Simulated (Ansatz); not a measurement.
Start from GaSb in the zinc blende structure (space group F-43m, No. 216; a = 6.1324 Å).

The values are results of r2SCAN (Ansatz, a quantum-chemistry and plane-wave program), no spin-orbit coupling, not measurements.

For the base:

```
Item                                 Value
-------------  ---------------------------
Hole mass      0.023, 0.26, 0.26 mₑ (at Γ)
Gap character                  direct at Γ
```

Now apply this change: the cell is scaled by 0.9700 in all directions; the atoms relax in the strained cell.

**Question.** Estimate the effect on the hole mass.

**Answer.** The hole mass (degenerate bands, along [100]) becomes 0.054, 0.23, 0.23 mₑ (at Γ) (base: 0.023, 0.26, 0.26 mₑ (at Γ)).

**Question.** Predict the new gap character.

**Answer.** The gap character becomes indirect, Γ → L (base: direct at Γ).

With Sb present, leaving out spin-orbit coupling can change the band edges. Effective masses come from finite differences of ±0.01 Å⁻¹. Whether these cells are dynamically stable was not tested.
